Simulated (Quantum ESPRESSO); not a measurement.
A self-consistent single point of SrHg₂ (P6/mmm, 3 atoms in the cell) with Quantum ESPRESSO.

Level of theory: PBEsol-D3(0), GBRV 1.5 ultrasoft (PBESOL) pseudopotentials (plane waves; Quantum ESPRESSO 7.5).

```
CELL_PARAMETERS angstrom
      5.01532     0.00000     0.00000
     -2.50766     4.34340     0.00000
      0.00000     0.00000     4.01641
ATOMIC_POSITIONS crystal
  Sr 0.00000 0.00000 0.00000
  Hg 0.66667 0.33333 0.50000
  Hg 0.33333 0.66667 0.50000
```

Reference input (self-consistent single point, DFT, PBEsol, plane waves, GBRV 1.5 ultrasoft (PBESOL) pseudopotentials): ecutwfc = 40 Ry; ecutrho = 200 Ry; occupations = smearing; smearing = fermi-dirac; degauss = 0.0073499 Ry; potentials = {Sr: sr_pbesol_v1.uspp.F.UPF, Hg: hg_pbesol_v1.uspp.F.UPF}; K_POINTS = automatic 10 10 11 0 0 0; conv_thr = 1e-11 Ry. This run's input differs from it in these lines:

```diff
@@ -17,2 +17,5 @@
  degauss = 0.0073499
+ vdw_corr = 'grimme-d3'
+ dftd3_version = 3
+ dftd3_threebody = .false.
 /
```

Log, with long lists cut:

```
     Self-consistent Calculation

     iteration #  1     ecut=    40.00 Ry     beta= 0.70

     Threshold (ethr) on eigenvalues was too large:
     Diagonalizing with lowered threshold

     negative rho (up, down):  6.386E-02 0.000E+00

     total energy              =    -285.24785890 Ry
     estimated scf accuracy    <       0.09365632 Ry

     iteration #  2     ecut=    40.00 Ry     beta= 0.70

     negative rho (up, down):  6.422E-02 0.000E+00

     total energy              =    -285.26689376 Ry
     estimated scf accuracy    <       0.07181858 Ry

     iteration #  3     ecut=    40.00 Ry     beta= 0.70

     negative rho (up, down):  6.494E-02 0.000E+00

     total energy              =    -285.28260114 Ry
     estimated scf accuracy    <       0.00068010 Ry

   [... 6 blocks of this kind left out ...]

     iteration # 10     ecut=    40.00 Ry     beta= 0.70

     negative rho (up, down):  6.494E-02 0.000E+00

     total energy              =    -285.28269182 Ry
     estimated scf accuracy    <          4.9E-10 Ry

     iteration # 11     ecut=    40.00 Ry     beta= 0.70

     negative rho (up, down):  6.494E-02 0.000E+00
     End of self-consistent calculation

     the Fermi energy is     9.4763 ev

!    total energy              =    -285.28269182 Ry
     estimated scf accuracy    <          8.6E-12 Ry
     smearing contrib. (-TS)   =      -0.00420584 Ry
     internal energy E=F+TS    =    -285.27848599 Ry

     DFT-D3 Dispersion         =      -0.05296866 Ry

     convergence has been achieved in  11 iterations

     negative rho (up, down):  6.494E-02 0.000E+00

     Forces acting on atoms (cartesian axes, Ry/au):

     atom    1 type  1   force =    -0.00000000    0.00000000    0.00000000
   [... zero for the other atoms too ...]

     Total force =     0.000000     Total SCF correction =     0.000000

     negative rho (up, down):  6.494E-02 0.000E+00
          total   stress  (Ry/bohr**3)                   (kbar)     P=      -28.65
  -0.00017976  -0.00000000   0.00000000          -26.44       -0.00        0.00
  -0.00000000  -0.00017976   0.00000000           -0.00      -26.44        0.00
   0.00000000   0.00000000  -0.00022482            0.00        0.00      -33.07

   JOB DONE.
```

The run converged in 11 iterations. Against the reference run the pressure goes from -1.66 to -2.87 GPa.

The starting cell comes from a database of computed structures (which also holds hypothetical and non-ambient phases and stackings), without a prior relaxation at this level.

Cost on one core of a shared machine: roughly 2 min.
